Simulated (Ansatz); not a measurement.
# BaTiO3, pressure series

The parent structure is BaTiO$_{3}$ (space group R3m, No. 160).

```cif
data_Ba3O9Ti3
_chemical_formula_sum 'Ba3 Ti3 O9'
_space_group_name_H-M_alt 'R3m :H'
_space_group_IT_number 160
_space_group_name_Hall 'R 3 -2"'
_cell_length_a 5.63526
_cell_length_b 5.63526
_cell_length_c 6.92592
_cell_angle_alpha 90.000
_cell_angle_beta 90.000
_cell_angle_gamma 120.000
loop_
_atom_site_label
_atom_site_type_symbol
_atom_site_symmetry_multiplicity
_atom_site_Wyckoff_symbol
_atom_site_fract_x
_atom_site_fract_y
_atom_site_fract_z
_atom_site_occupancy
Ba1 Ba 3 a 0.00000 0.00000 0.00046 1
Ti1 Ti 3 a 0.00000 0.00000 0.51149 1
O1 O 9 b 0.16875 0.33750 0.31972 1
```
(The calculation used a cell of 5 atoms; values per cell refer to that cell.)

Cell and atoms are relaxed at each pressure.

All numbers come from PBEsol (Ansatz, a quantum-chemistry and plane-wave program; PAW; 420 eV plane waves; scalar-relativistic without spin-orbit coupling), earlier PAW set.

Notes on the quantities. enthalpy: H = E + PV relative to the base's energy.

```json
[
 {"case": "base", "enthalpy": "–", "c/a ratio": "1.229", "lattice parameter a": "10.649 bohr"},
 {"case": "pressure −2 GPa", "enthalpy": "-0.16 eV/atom", "c/a ratio": "1.231", "lattice parameter a": "10.706 bohr"},
 {"case": "pressure −1 GPa", "enthalpy": "-0.08 eV/atom", "c/a ratio": "1.230", "lattice parameter a": "10.677 bohr"},
 {"case": "pressure 0.3 GPa", "enthalpy": "+0.02 eV/atom", "c/a ratio": "1.229", "lattice parameter a": "10.641 bohr"},
 {"case": "pressure 0.7 GPa", "enthalpy": "+0.06 eV/atom", "c/a ratio": "1.228", "lattice parameter a": "10.631 bohr"},
 {"case": "pressure 1.5 GPa", "enthalpy": "+0.12 eV/atom", "c/a ratio": "1.228", "lattice parameter a": "10.610 bohr"},
 {"case": "pressure 3 GPa", "enthalpy": "+0.24 eV/atom", "c/a ratio": "1.227", "lattice parameter a": "10.575 bohr"},
 {"case": "pressure 5 GPa", "enthalpy": "+0.39 eV/atom", "c/a ratio": "1.226", "lattice parameter a": "10.531 bohr"},
 {"case": "pressure 7.5 GPa", "enthalpy": "+0.58 eV/atom", "c/a ratio": "1.225", "lattice parameter a": "10.481 bohr"},
 {"case": "pressure 10 GPa", "enthalpy": "+0.77 eV/atom", "c/a ratio": "1.225", "lattice parameter a": "10.436 bohr"}
]
```

Load acts through the strain it causes; cell and atoms are relaxed under it. Stability against distortions was not tested. Competing high-pressure phases were not computed. The final runs are not spin-polarised. This is not the structure that BaTiO3 has at room temperature and ambient pressure.
